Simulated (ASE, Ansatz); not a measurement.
One thermal frame of composition TiSi, cell Ti24Si24, first heated far above this temperature, then brought to it, at a temperature that wasn't checked against the liquidus, so perhaps supercooled [in the CHGNet run: it was liquid; mean temperature 1653 K (target 1660 K); density 3.80 g/cm³, volume +4 % from the start cell's; mean pressure -1.5 GPa against a target of 0], 1660 K, computed in Ansatz (plane waves, PAW) at several levels on the same positions and k-sampling (one point, (1/4, 1/4, 1/4)); no spin polarisation or spin-orbit coupling.

The frame comes from MD with CHGNet (ASE). The base level is PBE (cutoff 420 eV), whose static pressure on this k-sampling is -1.9 GPa. On the run's last frame a denser k-mesh moved the forces by 0.055 eV/Å rms, the static pressure by -0.06 GPa and the free energy by -2 meV/atom, which is about how far such values are converged. That check is the base level's. Differences between levels on one k-sampling err less than the absolute values. Cutoffs of the other levels: 500 eV for r2SCAN, the files' default (420 eV for most) otherwise. Volume per atom 16.59 Å³.

```
level   static pressure less the base's (GPa)  rms force change from the base (eV/Å)                             cost
------  -------------------------------------  -------------------------------------  -------------------------------
PBE                                         0                                      0                           (base)
r2SCAN                                      …                                   0.05  around 2.6 core-minutes (rough)
```

Question: Complete the blanks.

Answer: 
- r2SCAN, static pressure less the base's (GPa): -1.3

Ansatz is a first-principles code.
